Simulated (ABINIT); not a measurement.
# Several settings converged on As (R-3m, 2 atoms in the cell)

```
As
1.0
    3.69877    -1.88940     0.00000
    3.69877     1.88940     0.00000
    2.73362     0.00000     3.12698
As
2
Direct
  0.23172   0.23172   0.23172
  0.77300   0.77300   0.77300
```

Base method: PBE, PAW (JTH v2.0 PBE PAW) (plane waves; ABINIT 10.0.3).

Base settings: pseudos = [As.GGA_PBE-JTH.xml]; ecut = 20 Ha; pawecutdg = 40 Ha; pawxcdev = 0; occopt = 3; tsmear = 0.1 eV; ngkpt = 4 4 4; nshiftk = 1; shiftk = 0 0 0; potentials = JTH v2.0 PBE PAW.

The count of work is k-points × plane waves × bands × iterations; it is no time. 

**The cutoff for other potential files**

Level: DFT, PBE, plane waves, PAW (JTH v2.0 PBE PAW, sp files where given).

In this ladder: pseudos = [As.GGA_PBE-JTH_sp.xml]; nband = 10; potentials = JTH v2.0 PBE PAW, sp files where given. Moved along: pawecutdg.

The second cell is the first with its lattice scaled by 0.98.

The mesh stays at the base's, so the ladder's end is converged at best in this setting alone.

Only quantities that move along the ladder and can be compared are tabulated.

| ecut | free energy less the last step's (meV/atom) | energy of the compressed cell less the first (meV/atom) | pressure (GPa) | largest difference of a force vector from the last step's (eV/Å) | count of work / last |
|---|---|---|---|---|---|
| 9 Ha | 0.43 | 27.51 | 1.28 | 0.008 | 0.11 |
| 11 Ha | -2.79 | 28.26 | 0.82 | 0.000 | 0.15 |
| 14 Ha | 0.24 | 27.53 | 0.99 | 0.000 | 0.19 |
| 17 Ha | -1.09 | 27.59 | 1.04 | 0.001 | 0.28 |
| 20 Ha | -0.06 | 27.55 | 0.93 | 0.000 | 0.35 |
| 30 Ha | -0.09 | 27.53 | 0.99 | 0.000 | 0.70 |
| 40 Ha | 0.00 | 27.51 | 0.96 | 0.000 | 1.0 |

Coarsest ecut that holds the energy of the compressed cell less the first within 0.5 meV/atom of the last step, with all finer ones: 14 Ha, at 0.19 of the last step's count of work; the step before is off by 0.74 meV/atom.

Coarsest ecut that holds the free energy within 2 meV/atom of the last step, with all finer ones: 14 Ha, at 0.19 of the last step's count of work; the step before is off by 2.8 meV/atom.

Coarsest ecut that holds the pressure within 0.2 GPa of the last step, with all finer ones: 11 Ha, at 0.15 of the last step's count of work; the step before is off by 0.31 GPa.

The energy difference between the two cells stays within 1 meV/atom of the last step's from 9 Ha on, the total only from 20 Ha on: much of the error is common to both cells and cancels.

**The relaxed cell against the cutoff**

On As (R-3m, 2 atoms in the cell): atoms on their sites.

In this ladder: kptopt = 1; ionmov = 3; ntime = 40; tolmxf = 0.0001 Ha/bohr; optcell = 2; dilatmx = 1.08; ecutsm = 0.5 Ha. Moved along: pawecutdg.

The mesh stays at the base's, so the ladder's end is converged at best in this setting alone.

Only quantities that move along the ladder and can be compared are tabulated.

| ecut | relaxed volume (Å³/atom) | relaxation steps |
|---|---|---|
| 10 Ha | 22.706 | 6 |
| 12 Ha | 22.385 | 12 |
| 14 Ha | 22.378 | 12 |
| 17 Ha | 22.374 | 12 |
| 20 Ha | 22.388 | 11 |
| 24 Ha | 22.384 | 12 |
| 40 Ha | 22.378 | 12 |

Coarsest ecut that holds the relaxed volume within 0.112 Å³/atom of the last step, with all finer ones: 12 Ha; the step before is off by 0.33 Å³/atom.

At the lowest cutoff the cell relaxes to a volume 1.5 % larger than at the highest.

On the base run: the starting cell has typed, rounded lattice constants, without a prior relaxation at this level. Its lattice was rescaled by up to half a per cent. One atom was moved a little off its site on purpose. Without a gap this mesh is coarse (it stands for a supercell whose shortest vector is 15 Å).
